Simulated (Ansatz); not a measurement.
Structures of equal composition on the (0001) surface of hcp Ru: a layer of Nb in place of the second plane; a layer of Nb in place of the third plane. The slabs share one bottom face, and each structure is named by its start. These are constructed structures in small cells; real faces may alloy, dewet or reconstruct in larger ones, and not all known structures of the face are among them. Slabs of about 11 Å, Fermi-Dirac smearing of 0.1 eV. Bottom of the slabs: a bare face, its two planes held. Relaxed from the named starts with such symmetry as they have, on meshes of like density; energies extrapolated to zero smearing; spin only where a row says so; no spin-orbit coupling, no U. Brackets mark spin-polarised runs, whose order is one that fits the cell.

Level of theory: PBE (plane waves to 420 eV, PAW; Ansatz, an electronic-structure program).

Question: Order them by energy per 1x1 cell (lowest first) at the level PBE.

Answer: a layer of Nb in place of the second plane (0.000 eV), a layer of Nb in place of the third plane (0.130 eV)
